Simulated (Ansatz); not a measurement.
# ZnGeP2: biaxial strain +3.58 %, plane normal [001], relaxed out of plane

Consider ZnGeP$_{2}$ in the chalcopyrite structure (space group I-42d, No. 122; a = 5.424 Å, c = 10.709 Å). Axes: x, y, z lie along a, b, c of the conventional cell.

Perturbation: biaxial strain +3.58 %, plane normal [001], relaxed out of plane (Cartesian); in-plane vectors clamped, the third vector and the atoms free.

Computed with PBEsol (Ansatz, an electronic-structure program; PAW; 420 eV plane waves; spin-orbit coupling left out). Settings: 9×9×9 k-points, 0.05 eV Fermi–Dirac smearing.

```csv
quantity,base,changed,shift
volume per atom,19.69 Å³,20.41 Å³,+0.713 Å³
space group,I-42d (No. 122),I-42d (No. 122),–
shortest interatomic distance,2.334 Å,2.355 Å,+0.0215 Å
energy relative to the base (free energy F),0 meV/atom,+19 meV/atom,+19 meV/atom
"pressure (mean of the normal stresses, compression positive)",0.00 GPa,-2.78 GPa,-2.786 GPa
band gap,1.07 eV,0.76 eV,-0.31 eV
gap character,"indirect, Γ → M–S (33 % along)","indirect, Γ → Γ–M (40 % along)",–
electron mass,–,"1.3 mₑ along k, 0.23 mₑ across (off the special points)",–
hole mass,"0.096 mₑ along c, 0.33 mₑ across (at Γ)","0.078 mₑ out of plane, 0.33 mₑ in plane (at Γ)",–
"valence-band top at Γ (three highest levels, from the VBM)","0.00, -0.07, -0.07 eV","0.00, -0.40, -0.40 eV",–
out-of-plane strain,–,-3.42 %,–
ratio −ε⊥/ε∥,–,0.95,–
```

Effective masses come from finite differences of ±0.01 Å⁻¹. Along k means along the line from Γ to the band edge. No phonon test of stability was made.
